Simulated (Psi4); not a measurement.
Psi4 1.11, WB97X/def2-svpd: Ba(Cl)(k2OAc) (CC1[O][Ba]([Cl])<-[O]=1), 9 atoms. The geometry is a generated start, not checked to be a minimum at this level.

```yaml
task: energy
method: wb97x
basis: def2-svpd
memory: 3 GB
maxiter: 100
keys_of_the_molecule_block: symmetry c1
scf_type: df (default)
diis_max_vecs: 10 (default)
e_convergence: 1e-06 (default)
d_convergence: 1e-06 (default)
dft_radial_points: 75 (default)
dft_spherical_points: 302 (default)
effective_core_potentials: those of the basis set, past Kr
basis_functions: 170
grid_points: 194073
```

```xyz
9

Ba     0.3753     2.0520    -0.9604
Cl    -0.0784     3.6489    -2.9943
C      0.0313    -1.2964     1.0230
C     -0.1484    -0.2059    -0.0294
O     -1.0144     0.6628     0.1732
O      0.6324    -0.2009    -0.9969
H      1.0671    -1.6239     1.0197
H     -0.2526    -0.9024     1.9946
H     -0.6124    -2.1342     0.7705
```

With the defaults (diis = true, scf_initial_accelerator = adiis, damping_percentage = 0, level_shift = 0, level_shift_cutoff = 0.01, soscf = false, guess = auto, which took SAD, diis_start = 1) it converges in 9 SCF iterations. One run each on 2 threads, with these changes:
- guess = modhuckel
- guess = sap
- guess = core
- diis = false, scf_initial_accelerator = none, damping_percentage = 60
- scf_initial_accelerator = none
- level_shift = 0.5, level_shift_cutoff = 0.001
- diis_start = 4
- guess = huckel
- soscf = true

Which of these changes keep the SCF from converging, or lead it to another solution?

No convergence: diis = false, scf_initial_accelerator = none, damping_percentage = 60 (the run ends without SCF convergence in 100 iterations). The rest reach the solution of the defaults.

```json
[
 {"setting": "soscf = true", "SCF iterations": "6", "JK calls": "22", "end": "same solution"},
 {"setting": "level_shift = 0.5, level_shift_cutoff = 0.001", "SCF iterations": "8", "JK calls": "9", "end": "same solution"},
 {"setting": "the defaults", "SCF iterations": "9", "JK calls": "10", "end": "same solution"},
 {"setting": "scf_initial_accelerator = none", "SCF iterations": "9", "JK calls": "10", "end": "same solution"},
 {"setting": "guess = modhuckel", "SCF iterations": "10", "JK calls": "41", "end": "same solution"},
 {"setting": "guess = huckel", "SCF iterations": "10", "JK calls": "41", "end": "same solution"},
 {"setting": "diis_start = 4", "SCF iterations": "11", "JK calls": "12", "end": "same solution"},
 {"setting": "guess = core", "SCF iterations": "15", "JK calls": "15", "end": "same solution"},
 {"setting": "guess = sap", "SCF iterations": "17", "JK calls": "17", "end": "same solution"},
 {"setting": "diis = false, scf_initial_accelerator = none, damping_percentage = 60", "SCF iterations": "100", "JK calls": "101", "end": "no convergence"}
]
```

An SOSCF iteration holds several JK calls; a Hückel guess adds calls on atoms.
